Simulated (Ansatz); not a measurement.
**La: pressure series**

Base system: La (space group P6_3/mmc, No. 194; a = 3.6613 Å, c = 11.7179 Å).

Cell and atoms are relaxed at each pressure.

Method: PBEsol/PAW in Ansatz (a quantum-chemistry and plane-wave program), no spin-orbit coupling, earlier PAW set.

Candidates:
(a) pressure 3 GPa
(b) pressure 30 GPa
(c) pressure 100 GPa
(d) pressure 15 GPa
(e) pressure 7 GPa

Base values:

- c/a ratio: 3.201

Problem. Order them by c/a ratio, highest first.

Solution. (c) pressure 100 GPa (3.281), (b) pressure 30 GPa (3.247), (d) pressure 15 GPa (3.209), (e) pressure 7 GPa (3.204), (a) pressure 3 GPa (3.198)

Load acts through the strain it causes; cell and atoms are relaxed under it. No phonon test of stability was made. No other phases were tried under pressure.
